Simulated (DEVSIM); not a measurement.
Device: Schottky contact on p-type In0.53Ga0.47As, at 250 K.

Layer 1 from the left is In0.53Ga0.47As, thickness (μm) 2.30, Na (cm⁻³) 2.2e17, τn (s) 2.1e-9, τp (s) 2.1e-9. Layer 2 from the left is In0.53Ga0.47As, thickness (μm) 5.50, Na (cm⁻³) 2e18, τn (s) 2.1e-9, τp (s) 2.1e-9.

Left contact: Schottky, work function 4.71 eV, emission velocity 3.5e6 cm/s. Right contact: ohmic. Voltage is applied to the left contact. Recombination: SRH at mid-gap, radiative, Auger. Mobility is μmin + (μ − μmin)/(1 + (N/Nref)^α).

Constants are typed, rounded textbook-type inputs, not results; the design itself was drawn at random and stands for no fabricated device. Values at 300 K; Nc and Nv go as T^1.5, mobilities as T to minus their exponent, the gap by Varshni's rule with the affinity fixed.

In0.53Ga0.47As: gap (eV) 0.74, affinity (eV) 4.51, permittivity 13.9, Nc (cm⁻³) 2.1e17, Nv (cm⁻³) 7.7e18, μn (cm²/Vs) 12000, μp (cm²/Vs) 300, μn,min 300, μp,min 10, Nref,n 1.3e17, Nref,p 4.9e17, αn 0.48, αp 0.4, T exponent of μn 1.6, T exponent of μp 1.6, B (cm³/s) 9.6e-11, Cn (cm⁶/s) 5e-29, Cp (cm⁶/s) 5e-29, Varshni α (eV/K) 0.00035, Varshni β (K) 190.

Model (solved in DEVSIM): 1D drift-diffusion, Boltzmann statistics, complete ionisation; no tunnelling, impact ionisation, image-force lowering or self-heating. Metal contacts follow the ideal Schottky-Mott rule: no Fermi-level pinning, no interface dipoles.

Dark forward current:

```
|V| (V)  |J| (A/cm²)
-------  -----------
0.05       0.0001827
0.10        0.002022
0.15         0.02058
0.20          0.2074
0.25           2.076
0.30           20.06
0.35           155.4
0.40           640.7
0.45            1460
0.50            2453
```

Task: Work out the local ideality factor n = ΔV / (kT/q · ln(J2/J1)) between the rows 0.10 and 0.15 V, 0.45 and 0.50 V.

Result: kT/q = 21.54 mV. From 0.10 to 0.15 V: ln(0.02058/0.002022) = 2.320, n = 1.00, near the 1 of diffusion or emission over a barrier. From 0.45 to 0.50 V: ln(2453/1460) = 0.519, n = 4.47; the layers' resistance at their doping, Σ W/(qμN) = 3.9e-5 Ω cm², would take 38 mV of this step of 50 mV.

Task: Estimate the current at 0.20 V for emission alone, J0 = q v N_band exp(−φB/kT), and read the barrier back from the simulated current.

Result: φB = 0.555 eV, N_band = 5.86e18 cm⁻³, J0 = 2.16e-5 A/cm²; J = J0 (exp(qV/kT) − 1) = 0.233 A/cm². The simulation gives 0.207 A/cm²; the estimate lies 12 % above. Read backwards, the simulated current gives an apparent barrier of 0.557 eV. The estimate leaves out transport through the depletion region and minority injection.
